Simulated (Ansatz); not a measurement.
**Short convergence ladders for a (001) slab of HfSb4Mo (cut from a parent of space group no. 8; 6 atoms in the cell)**

```xyz
6
Lattice="5.4478 0.0000 0.0000 -1.2218 3.4379 0.0000 0.0000 0.0000 20.5851" Properties=species:S:1:pos:R:3 pbc="T T T"
Hf    -0.4407     1.7794     7.0000
Mo     3.8739     3.3128    11.4999
Sb     1.0566     0.3755     9.0857
Sb     3.6633     1.3019     9.5906
Sb     3.8293     1.3608    13.5851
Sb     1.0957     2.3255    12.0523
```

Base method: PBEsol, default PAW files made with PBE (plane waves; Ansatz, an electronic-structure program).

Base settings: basis.ecutwfc = 420 eV; kpoints.mp_grid.grid = 5 5 1; hamiltonian.xc = pbesol; hamiltonian.pseudopotentials = {kind: paw} (the program's default PAW files); scf.occupations.method = gaussian; scf.occupations.width = 0.136 eV.

The count of work is k-points × plane waves × bands × iterations; it is no time. 

**The vacuum**

The mesh stays at the base's, so the ladder's end is converged at best in this setting alone.

Only quantities that move along the ladder and can be compared are tabulated.

| vacuum between outermost atoms (Å) | free energy less the last step's (meV/atom) | largest difference of a force vector from the last step's (eV/Å) | count of work / last |
|---|---|---|---|
| 3.0 | -212.42 | 1.366 | 0.21 |
| 4.0 | -70.82 | 0.769 | 0.26 |
| 5.0 | -19.49 | 0.307 | 0.32 |
| 6.0 | -6.07 | 0.125 | 0.34 |
| 7.0 | -2.91 | 0.060 | 0.33 |
| 8.0 | -1.83 | 0.034 | 0.36 |
| 10.0 | -0.99 | 0.017 | 0.41 |
| 12.0 | -0.65 | 0.011 | 0.46 |
| 14.0 | -0.46 | 0.008 | 0.50 |
| 17.0 | -0.29 | 0.005 | 0.58 |
| 20.0 | -0.18 | 0.003 | 0.65 |
| 25.0 | -0.07 | 0.001 | 0.86 |
| 30.0 | 0.00 | 0.000 | 1.0 |

Smallest vacuum between outermost atoms (Å) that holds the free energy within 5 meV/atom of the last step, with all finer ones: 7.0, at 0.33 of the last step's count of work; the step before is off by 6.1 meV/atom.

**The k-point mesh**

Only quantities that move along the ladder and can be compared are tabulated.

| kpoints.mp_grid.grid | free energy less the last step's (meV/atom) | largest difference of a force vector from the last step's (eV/Å) | count of work / last |
|---|---|---|---|
| 2 2 1 | 75.19 | 0.405 | 0.020 |
| 3 3 1 | -4.45 | 0.264 | 0.026 |
| 4 4 1 | 6.41 | 0.127 | 0.041 |
| 5 5 1 | 6.56 | 0.065 | 0.053 |
| 6 6 1 | 0.53 | 0.036 | 0.077 |
| 7 7 1 | 1.32 | 0.036 | 0.095 |
| 8 8 1 | 0.32 | 0.025 | 0.12 |
| 10 10 1 | 0.08 | 0.008 | 0.18 |
| 11 11 1 | 0.17 | 0.006 | 0.21 |
| 13 13 1 | 0.00 | 0.002 | 0.29 |
| 15 15 1 | -0.01 | 0.001 | 0.38 |
| 18 18 1 | 0.01 | 0.000 | 0.54 |
| 21 21 1 | 0.00 | 0.000 | 0.72 |
| 25 25 1 | 0.00 | 0.000 | 1.0 |

Coarsest kpoints.mp_grid.grid that holds the forces within 0.02 eV/Å of the last step, with all finer ones: 10 10 1, at 0.18 of the last step's count of work; the step before is off by 0.025 eV/Å.

Coarsest kpoints.mp_grid.grid that holds the free energy within 1 meV/atom of the last step, with all finer ones: 8 8 1, at 0.12 of the last step's count of work; the step before is off by 1.3 meV/atom.

Two neighbours can agree and both be off: 4 4 1 and 5 5 1 differ by 0.15 meV/atom in the free energy, yet lie about 6.6 meV/atom from the last step.

On the base run: the starting cell comes from a database of computed structures (which also holds hypothetical and non-ambient phases and stackings), without a prior relaxation at this level. The slab is cut from that crystal, and its faces are unrelaxed. Its lattice was rescaled by up to half a per cent. Spin polarisation is off. The two faces of this cut differ, and no dipole correction was used. Without a gap this mesh is coarse (it stands for a supercell whose shortest in-plane vector is 18 Å).

Left out of this page: 1 run of the series outside the window shown, repeating another row's setting, or not comparable.

Keys are those of Ansatz 0.2.
